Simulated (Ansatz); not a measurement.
Consider Tl in the hcp (Mg type) structure (space group P6_3/mmc, No. 194; a = 3.476 Å, c = 5.472 Å; relaxed with 0.1 eV smearing). Axes: x lies along a and z along c of the hexagonal cell.

Structures relaxed with Kohn–Sham DFT with the PBEsol functional, run in Ansatz (a program for electronic structure) with PAW and 420 eV plane waves, spin-orbit coupling left out.

Base:

Simulated powder pattern, Cu Kα1, λ = 1.54056 Å (kinematic, ideal powder, no thermal factors, no anomalous dispersion; the 8 strongest lines at most, above 2 %, up to 2θ = 90°):

| 2θ (°) | I/Imax (%) | hkl |
|---|---|---|
| 29.65 | 24 | (100) |
| 32.71 | 25 | (002) |
| 33.96 | 100 | (101) |
| 44.72 | 16 | (102) |
| 52.62 | 20 | (110) |
| 59.18 | 21 | (103) |
| 63.35 | 23 | (112) |
| 64.11 | 17 | (201) |

The change: uniaxial strain ε_xx = +0.50 %, all other strain components held at zero; the atoms relax in the strained cell.

After the change:

Simulated powder pattern, Cu Kα1, λ = 1.54056 Å (kinematic, ideal powder, no thermal factors, no anomalous dispersion; the 8 strongest lines at most, above 2 %, up to 2θ = 90°):

```csv
2θ (°),d (Å),I/Imax (%),hkl
29.54,3.022,24,(100)
32.71,2.736,36,(002)
33.86,2.645,100,(101)
33.96,2.638,50,(011)
52.55,1.740,20,(110)
59.12,1.561,21,(103)
63.28,1.468,23,(112)
63.87,1.456,17,(201)
```

The indices refer to the base's conventional cell; one index is shown for lines that coincide. The space group is now Cmcm (No. 63).

No phonon test of stability was made.
